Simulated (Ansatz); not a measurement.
Levels about the gap of amorphous Si30N44Ti3 (77 atoms in a cell of 902 Å³, 2.95 g/cm³; zone centre alone, so wide bands show as single levels with stretches between that a denser mesh fills), at the geometry that PBE relaxed, where it gives 0.1 GPa on a denser mesh. Exact exchange is cut at the faces of this small cell, which leaves a finite-size error. The participation number counts the atoms over which a state spreads; weights are charges in smoothed Voronoi cells. The levels come from a single point, so bond lengths are those of that geometry. Method of the levels: HSE06, scalar-relativistic without spin-orbit coupling (Ansatz, an electronic-structure program). Sampling: the zone centre alone; Fermi-Dirac width 0.01 eV; collinear spin, started from moments on atoms (the moments died out). At PBE the levels at both edges of the gap are localised (band-tail or defect states), and the nearest spread-out levels lie 2.9 eV apart at the zone centre.

A CHGNet melt-quench gave the starting glass, which DFT then relaxed. N atoms were pushed apart under 1.9 Å during the dynamics, to hinder bonds among them. The hot cell started wider than the set density and was brought back towards it in steps. It is the lowest in DFT energy of 2 quenches. It is a model cell: composition and starting density were chosen by hand, and all elements were melted together. No dispersion term was used. Its density started from a set value of 3.05 and ended at 2.95 g/cm³. The quench (nominally 300 K/ps over its main leg) was far faster than any real one, so the model tends to hold more defects than a real film. One small periodic cell is one sample of the glass; other quenches scatter about these values. Volume and shape were free in the relaxation.

```
E - E(highest filled), eV  filling  spin  participation number        largest on  weight N  weight Ti  weight Si
-------------------------  -------  ----  --------------------  ----------------  --------  ---------  ---------
-0.30                       filled    up                  10.1   N, 3 neighbours      0.88       0.01       0.11
-0.28                       filled    up                  11.8   N, 3 neighbours      0.90       0.02       0.08
-0.28                       filled    dn                  11.8   N, 3 neighbours      0.90       0.02       0.08
-0.11                       filled    up                   7.0   N, 2 neighbours      0.89       0.05       0.06
-0.11                       filled    dn                   7.0   N, 2 neighbours      0.89       0.05       0.06
0.00                        filled    dn                   8.8   N, 3 neighbours      0.88       0.02       0.10
0.00                        filled    up                   8.8   N, 3 neighbours      0.88       0.02       0.10
2.90                         empty    dn                   2.6  Ti, 5 neighbours      0.24       0.68       0.08
2.90                         empty    up                   2.6  Ti, 5 neighbours      0.24       0.68       0.08
3.23                         empty    dn                   2.1  Ti, 5 neighbours      0.22       0.70       0.07
3.23                         empty    up                   2.1  Ti, 5 neighbours      0.22       0.70       0.07
3.41                         empty    dn                   3.8  Ti, 5 neighbours      0.26       0.60       0.13
3.41                         empty    up                   3.8  Ti, 5 neighbours      0.26       0.60       0.13
3.70                         empty    up                   3.0  Ti, 4 neighbours      0.22       0.68       0.10
```

Most localised among these is the empty level at +3.23 eV, on a Ti atom, which has 5 neighbours (N 1.91 Å, N 1.95 Å, N 2.08 Å, N 2.15 Å, N 2.21 Å).
